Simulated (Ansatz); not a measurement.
An Ansatz (a quantum-chemistry and plane-wave program) run: Mg with a change (uniaxial strain ε_zz = −2.50 %); Ansatz, PBE, PAW, cutoff 420 eV, spin-orbit coupling left out.

Input:

Ansatz 0.2 input:
```yaml
crystal:
  lattice:
    - [3.1952164462, 0, 0]
    - [-1.5976082231, 2.767138613, 0]
    - [0, 0, 5.0666683381]
  atoms:
    - { symbol: Mg, position: [0.6666666667, 0.3333333333, 0.75] }
    - { symbol: Mg, position: [0.3333333333, 0.6666666667, 0.25] }
basis: { ecutwfc: 420, ecutrho_ratio: 4, xc_grid: 2, fft_grid_basis: typed }
kpoints: { mp_grid: { grid: [21, 21, 11] } }
hamiltonian:
  xc: pbe
  dispersion: none
  pseudopotentials: { kind: paw }
scf: { occupations: { method: fermi_dirac, width: 0.1 }, convergence: { dr2_threshold: 0.0000000002 } }
relax: { f_tol: 0.005, max_steps: 50 }
output: { forces: true, stress: true }
checkpoint: { write: state.ck, write_every: 1000 }
```

Output:

```
Relaxation: its limit of steps is 50 (relax.max_steps)
WARN ansatz: RAYON_NUM_THREADS=1 ignored (pool sized by the plan → 1); use --threads N
Pseudopotentials: kind: paw
Pseudopotential: Mg, paw, valence charge 10
Functional definition: PBE
Crystal: 2 atoms, lattice volume = 44.797 Å³
Basis set: ecut = 420 eV, 881 PW (Γ), exchange–correlation on 48×48×72 points (8 copies of the dense FFT grid, shifted against one another)
Bands: 14, of which v1, the nominal top of the filled ones, is band 10 counted from 1 (9 counted from 0)
Symmetry: 24 space group operations
Space group: P63/mmc (ITA 194), of the structure as read, at distance tolerance 3.6e-5 Å
k-points: 288 of 4851
Initial density: superposition of atomic densities (neutral atoms: chi_scale 0, normalization atom), corrected by the library's trained network
Initial wavefunctions: pseudopotential atomic-orbital guess
Eigensolver: davidson
Functional: x = pbe(κ = 0.804, μ = 0.2195149727645171), c = pbe(β = 0.06672455060314922)
SCF iter   1: F=—  HF=-3847.613375 eV  |F-HF|=—  |Δ(HF+E_count)|=         —  Δρ=9.01e-4  dr2=4.19e-4  ethr=1.77e-3  ⟨swp⟩=5.0  Hψ=20227  notcnv=0
all-band conjugate gradients solve this SCF's bands
preconditioner: auto → none
SCF iter   2: F=—  HF=-3847.613016 eV  |F-HF|=—  |Δ(HF+E_count)|=   3.59e-4  Δρ=6.01e-4  dr2=1.90e-4  ethr=2.10e-6  ⟨swp⟩=2.2  Hψ=8639  notcnv=0
SCF iter   3: F=—  HF=-3847.613032 eV  |F-HF|=—  |Δ(HF+E_count)|=   1.67e-5  Δρ=2.69e-4  dr2=1.67e-5  ethr=9.48e-7  ⟨swp⟩=2.0  Hψ=6926  notcnv=0
SCF iter   4: F=—  HF=-3847.613007 eV  |F-HF|=—  |Δ(HF+E_count)|=   2.50e-5  Δρ=1.05e-4  dr2=2.46e-6  ethr=8.33e-8  ⟨swp⟩=2.2  Hψ=6647  notcnv=0
SCF iter   5: F=—  HF=-3847.613005 eV  |F-HF|=—  |Δ(HF+E_count)|=   2.40e-6  Δρ=6.75e-6  dr2=1.06e-8  ethr=1.23e-8  ⟨swp⟩=2.0  Hψ=6412  notcnv=0
SCF iter   6: F=—  HF=-3847.613005 eV  |F-HF|=—  |Δ(HF+E_count)|=   7.23e-9  Δρ=2.68e-6  dr2=1.53e-9  ethr=5.32e-11  ⟨swp⟩=2.0  Hψ=6936  notcnv=0
SCF iter   7: F=-3847.613005 eV  HF=-3847.613005 eV  |F-HF|=1.78e-10  |Δ(HF+E_count)|=   1.05e-9  Δρ=8.12e-7  dr2=1.43e-10  ethr=1.00e-12  ⟨swp⟩=3.0  Hψ=13444  notcnv=0
SCF 1 converged in 7 iterations: F = -3847.613005 eV  dr2 = 1.43e-10
relax step   1: F+E_penalty+E_count = -3847.61300478 eV  Δ(F+E_penalty+E_count) = +0.000e0 eV  max|allowed force component| = 1.850e-17 eV/Å  Δτ_max = 0.0000 Å  (7 SCF iters, accepted)
the relaxation is at rest under the 24 symmetry operations that the run kept from its start: a minimum is not shown …
SCF converged after 7 iterations
Free energy (F): -3847.613005 eV
Harris-Foulkes:  -3847.613005 eV  (|F-HF|=1.78e-10)
Internal energy: -3847.586844 eV  (E = F + TS)
E sigma→0 (E₀):  -3847.599924 eV
Entropy (-TS):   -0.026161 eV (-13.081 meV/atom)
Fermi energy:    5.868722 eV
--- Per-component energies (eV) ---
  E_band       = -710.405320
  E_kinetic    = 150.002335
  E_local      = -3221.740750  (includes V_loc(G=0)·N_el)
  E_nonlocal   = 191.373328
  E_hartree    = 1149.889598
  E_xc         = -57.027816
  E_vxc        = -73.576345  (∫ρ·V_xc dr)
  E_paw        = -584.910219  (= ΣΔE_a)
  E_vpaw       = -56.243557  (= ΣTr[D̂ρ^β])
  E_aug_tail   = -0.000006  (compensation charges beyond the density's cutoff)
  E_ewald      = -1475.173313
  E_smearing   = -0.026161  (= −TS)
  E_closure    = -0.000000  (closes the sum)
  Σ components = -3847.613005   (vs F -3847.613005, Δ=0.00e0)
  [band-id]    e_kinetic+e_local+e_nonlocal+2·e_hartree+e_vxc+e_vpaw+e_augmentation_tail = -710.405800   (vs E_band -710.405320, Δ=-4.80e-4)
--- Forces (eV/Å), atoms counted from 1 ---
  atom   1  Mg     0.00000000    -0.00000000     0.00000000
  atom   2  Mg     0.00000000     0.00000000     0.00000000
  max |Σ_I F_I| component: 1.39e-17 eV/Å
--- Stress (GPa, compression-positive) ---
        0.563863       0.000000       0.000000
       -0.000000       0.563863       0.000000
        0.000000       0.000000       1.787327
  P = ⅓ Tr σ = 0.9717 GPa (9.717 kbar)
  The stress holds the Pulay correction. Without it, at fixed plane waves, as pw.x and ABINIT print it: P = 0.9686 GPa
  The stress includes an estimate of the error left by incomplete SCF convergence (largest component 0.0001 GPa).
--- Band table ---
  band table: none
--- Relaxed structure (1 steps of the walk, 1 accepted, 0 SCFs on fresh bases) ---
  F+E_penalty+E_count = -3847.61300478 eV   max|allowed force component| = 1.850e-17 eV/Å
  atoms:
    - { symbol: Mg, position: [0.6666666666666666, 0.3333333333333333, 0.75] }
    - { symbol: Mg, position: [0.3333333333333333, 0.6666666666666666, 0.25] }
```

Stability against distortions was not tested. The cell was made from Mg in the hcp (Mg type) structure (space group P6_3/mmc, No. 194) by this change: uniaxial strain ε_zz = −2.50 %.
